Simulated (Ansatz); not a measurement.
Gap of a (8,0) GaN nanotube at several levels, all on one geometry.

Levels: PBE (plane waves to 420 eV, PAW; Ansatz, a first-principles code); PBE with spin-orbit coupling (Ansatz); r2SCAN (plane waves to 500 eV, PAW; Ansatz); HSE06 (Ansatz). Unmarked values and the geometry are of the first. Mesh 1×1×6. No spin polarisation. One-dimensional cell, images about 11 Å apart. A hypothetical model, rolled from the flat sheet. It keeps the symmetry and period of its start, so it need not be a minimum against all distortions. HSE06 ran on a 1×1×4 mesh and at PBE's edge points.

| level | gap (eV) |
|---|---|
| PBE | 1.96 |
| PBE+SOC | 1.96 |
| r2SCAN | (withheld) |
| HSE06 | 3.17 |

**Question.** Fill in the missing entries.

**Answer.** 
- r2SCAN, gap (eV): 2.35
